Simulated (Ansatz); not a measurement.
Take MgB2 (space group P6/mmm, No. 191; relaxed with 0.1 eV smearing) as the base.

```
CELL_PARAMETERS angstrom
      3.06402     0.00000     0.00000
     -1.53201     2.65352     0.00000
      0.00000     0.00000     3.49767
ATOMIC_POSITIONS crystal
  Mg 0.00000 0.00000 0.00000
  B  0.66667 0.33333 0.50000
  B  0.33333 0.66667 0.50000
```

Cartesian axes are those of the cell as printed.

Level of theory: DFT with PBEsol, PAW potentials and a 420 eV plane-wave cutoff in Ansatz (a quantum-chemistry and plane-wave program), no SOC.

Strains are applied to the cell and any free atomic positions relax.

One change was made to it. Results:

| quantity | base | after |
|---|---|---|
| shortest interatomic distance | 1.769 Å | 1.777 Å |
| band gap | zero | zero |
| pressure (mean of the normal stresses, compression positive) | 0.0 GPa | -4.9 GPa |
| energy relative to the base (free energy F) | 0 meV/atom | +11 meV/atom |

**Question.** Which of these changes matches the shifts?
A) uniaxial strain ε_xx = +3.00 %
B) uniaxial strain ε_xx = +2.50 %
C) uniaxial strain ε_xx = −1.50 %
D) uniaxial strain ε_xx = −0.50 %
E) uniaxial strain ε_xx = +2.00 %

**Answer.** A, uniaxial strain ε_xx = +3.00 %. For comparison, the energy relative to the base in the other runs: uniaxial strain ε_xx = +2.00 % gives +5.0 meV/atom; uniaxial strain ε_xx = +2.50 % gives +7.8 meV/atom; uniaxial strain ε_xx = −1.50 % gives +2.9 meV/atom; uniaxial strain ε_xx = −0.50 % gives +0.3 meV/atom.

Stability against distortions was not tested. All final runs are without spin polarisation.
